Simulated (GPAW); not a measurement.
Input and output of a self-consistent single point for InSe (P6_3/mmc, 8 atoms in the cell) (GPAW)

Method: PBE, GPAW PAW datasets PBE (gpaw-data 1.0.1) (plane waves; GPAW 25.7.0).

Input:

```python
from ase import Atoms
from ase.units import GPa
from gpaw import GPAW

atoms = Atoms(['In', 'In', 'In', 'In', 'Se', 'Se', 'Se', 'Se'],
              cell=[[4.102356, 0.000000, 0.000000],
                    [-2.051178, 3.552745, 0.000000],
                    [0.000000, 0.000000, 17.689867]],
              scaled_positions=[[0.333333, 0.666667, 0.330300],
                                [0.666667, 0.333333, 0.669700],
                                [0.666667, 0.333333, 0.830300],
                                [0.333333, 0.666667, 0.169700],
                                [0.333333, 0.666667, 0.597320],
                                [0.666667, 0.333333, 0.402680],
                                [0.666667, 0.333333, 0.097320],
                                [0.333333, 0.666667, 0.902680]],
              pbc=True)

calc = GPAW(mode={'name': 'pw', 'ecut': 600},
            xc='PBE',
            kpts=(5, 5, 1),
            occupations={'name': 'fermi-dirac', 'width': 0.01},
            nbands=-6,
            convergence={'density': 1e-05, 'bands': -4},
            symmetry={'symmorphic': False, 'tolerance': 0.0005},
            maxiter=150,
            txt='-')

atoms.calc = calc

energy = atoms.get_potential_energy()
print('Energy (eV):', round(energy, 6))
forces = atoms.get_forces()
print('Forces (eV/Ang):')
print(forces.round(5))
stress = atoms.get_stress()
print('Stress (GPa, Voigt):', (stress / GPa).round(4))
```

The program printed (abridged):

```
Input parameters:
  convergence: {bands: -4,
                density: 1e-05}
  kpts: [5 5 1]
  maxiter: 150
  mode: {ecut: 600,
         name: pw}
  nbands: -6
  occupations: {name: fermi-dirac,
                width: 0.01}
  symmetry: {symmorphic: False,
             tolerance: 0.0005}
  xc: PBE

species:
  In:
    name: Indium
    Z: 49.0
    valence: 13
    core: 36
    charge: 0.0
    file: In.PBE.gz

    # Using partial waves for In as LCAO basis

  Se:
    name: Selenium
    Z: 34.0
    valence: 6
    core: 28
    charge: 0.0
    file: Se.PBE.gz

    # Using partial waves for Se as LCAO basis

Reference energy: -904315.807163  # eV

Spin-paired calculation

Convergence criteria:
 Maximum [total energy] change in last 3 cyles: 0.0005 eV / valence electron
 Maximum integral of absolute [dens]ity change: 1e-05 electrons / valence electron
 Maximum integral of absolute [eigenst]ate change: 4e-08 eV^2 / valence electron
 Maximum number of scf [iter]ations: 150

Symmetries present (total): 24
Symmetries with fractional translations: 12
25 k-points: 5 x 5 x 1 Monkhorst-Pack grid
5 k-points in the irreducible part of the Brillouin zone
       k-points in crystal coordinates                weights
   0:     0.00000000    0.00000000    0.00000000          1/25
   1:     0.20000000    0.00000000    0.00000000          6/25
   2:     0.40000000   -0.20000000    0.00000000          6/25
   3:     0.40000000    0.00000000    0.00000000          6/25
   4:     0.40000000    0.40000000    0.00000000          6/25

Wave functions: Plane wave expansion
  Cutoff energy: 600.000 eV
  Number of coefficients (min, max): 8573, 8616
  Pulay-stress correction: 0.000000 eV/Ang^3 (de/decut=0.000000)

Occupation numbers: Fermi-Dirac:
  width: 0.0100  # eV

Eigensolver

Densities:
  Coarse grid: 24*24*100 grid
  Fine grid: 48*48*200 grid
  Total Charge: 0.000000

Density mixing:
  Method: separate
  Backend: pulay
  Linear mixing parameter: 0.05
  old densities: 5
  Damping of long wavelength oscillations: 50

Hamiltonian:
  XC and Coulomb potentials evaluated on a 48*48*200 grid
  External potential:
    NoExternalPotential

XC parameters: PBE with 2 nearest neighbor stencil

Number of atoms: 8
Number of atomic orbitals: 52
Number of bands in calculation: 44
Number of valence electrons: 76
Bands to converge: 40

Density initialized from atomic densities
  44 bands from LCAO basis set

Atomic positions and initial magnetic moments

Positions:
   0 In    -0.000002    2.368498    5.842963    ( 0.0000,  0.0000,  0.0000)
   1 In     2.051180    1.184247   11.846904    ( 0.0000,  0.0000,  0.0000)
   2 In     2.051180    1.184247   14.687897    ( 0.0000,  0.0000,  0.0000)
   3 In    -0.000002    2.368498    3.001970    ( 0.0000,  0.0000,  0.0000)
   4 Se    -0.000002    2.368498   10.566511    ( 0.0000,  0.0000,  0.0000)
   5 Se     2.051180    1.184247    7.123356    ( 0.0000,  0.0000,  0.0000)
   6 Se     2.051180    1.184247    1.721578    ( 0.0000,  0.0000,  0.0000)
   7 Se    -0.000002    2.368498   15.968289    ( 0.0000,  0.0000,  0.0000)

Unit cell:
           periodic     x           y           z      points  spacing
  1. axis:    yes    4.102356    0.000000    0.000000    24     0.1480
  2. axis:    yes   -2.051178    3.552745    0.000000    24     0.1480
  3. axis:    yes    0.000000    0.000000   17.689867   100     0.1769

  Lengths:   4.102356   4.102356  17.689867
  Angles:   90.000000  90.000000 119.999997

Effective grid spacing dv^(1/3) = 0.1648

     iter     time        total  log10-change:
                         energy   eigst   dens
iter:   1 --:--:--   -29.996752   -0.12
iter:   2 --:--:--   -29.807811   -1.29  -1.21
iter:   3 --:--:--   -29.370407   -1.60  -1.25
iter:   4 --:--:--   -29.346339   -2.33  -1.47
iter:   5 --:--:--   -29.355344c  -1.50  -1.60
iter:   6 --:--:--   -29.291248   -2.72  -1.93
iter:   7 --:--:--   -29.279900   -2.93  -2.30
iter:   8 --:--:--   -29.282584c  -3.38  -2.68
iter:   9 --:--:--   -29.279991c  -3.20  -2.64
iter:  10 --:--:--   -29.278268c  -4.20  -2.75
iter:  11 --:--:--   -29.278271c  -5.34  -3.42
iter:  12 --:--:--   -29.278272c  -6.28  -3.43
iter:  13 --:--:--   -29.278320c  -5.93  -3.43
iter:  14 --:--:--   -29.278272c  -5.47  -3.30
iter:  15 --:--:--   -29.278271c  -6.45  -3.56
iter:  16 --:--:--   -29.278286c  -6.10  -3.58
iter:  17 --:--:--   -29.278284c  -6.90  -3.88
iter:  18 --:--:--   -29.278279c  -6.54  -3.98
iter:  19 --:--:--   -29.278278c  -7.53c -4.13
iter:  20 --:--:--   -29.278278c  -8.00c -4.28
iter:  21 --:--:--   -29.278277c  -7.09  -4.36
iter:  22 --:--:--   -29.278277c  -8.19c -4.74
iter:  23 --:--:--   -29.278277c  -8.91c -4.86
iter:  24 --:--:--   -29.278277c  -9.48c -4.87
iter:  25 --:--:--   -29.278277c  -8.59c -4.90
iter:  26 --:--:--   -29.278277c  -9.32c -5.27c

Converged after 26 iterations.

Dipole moment: (0.000000, -0.000000, 0.000000) |e|*Ang

Energy contributions relative to reference atoms: (reference = -904315.807163)

Kinetic:        +72.752009
Potential:      -70.598481
External:        +0.000000
XC:             -31.936916
Entropy (-ST):   -0.000000
Local:           +0.505111
SIC:             +0.000000
--------------------------
Free energy:    -29.278277
Extrapolated:   -29.278277

Showing only first 2 kpts
 Kpt  Band  Eigenvalues  Occupancy
  0    36      2.60068    2.00000
  0    37      3.62027    2.00000
  0    38      4.03772    0.00000
  0    39      5.04460    0.00000

  1    36      2.84445    2.00000
  1    37      3.33801    2.00000
  1    38      5.36831    0.00000
  1    39      5.63707    0.00000

Fermi level: 3.82627

Gap: 0.417 eV
Transition (v -> c):
  (s=0, k=0, n=37, [0.00, 0.00, 0.00]) -> (s=0, k=0, n=38, [0.00, 0.00, 0.00])
No difference between direct/indirect transitions
Energy (eV): -29.278277

Forces in eV/Ang:
  0 In    0.00000   -0.00000    0.00157
  1 In    0.00000    0.00000   -0.00157
  2 In    0.00000    0.00000    0.00157
  3 In   -0.00000   -0.00000   -0.00157
  4 Se   -0.00000   -0.00000    0.15526
  5 Se   -0.00000    0.00000   -0.15526
  6 Se    0.00000    0.00000    0.15526
  7 Se   -0.00000   -0.00000   -0.15526

Stress tensor:
     0.003625     0.000000     0.000000
    -0.000000     0.003625     0.000000
     0.000000     0.000000     0.003383
Stress (GPa, Voigt): [0.5808 0.5808 0.542  0.     0.     0.    ]
```

The run converged in 26 iterations. GPAW prints stress with tension positive.

The starting cell comes from a database of computed structures (which also holds hypothetical and non-ambient phases and stackings), without a prior relaxation at this level. Its lattice was rescaled by a random factor within 2.5 % of one.

Cost on one core of a shared machine: roughly 2 min.
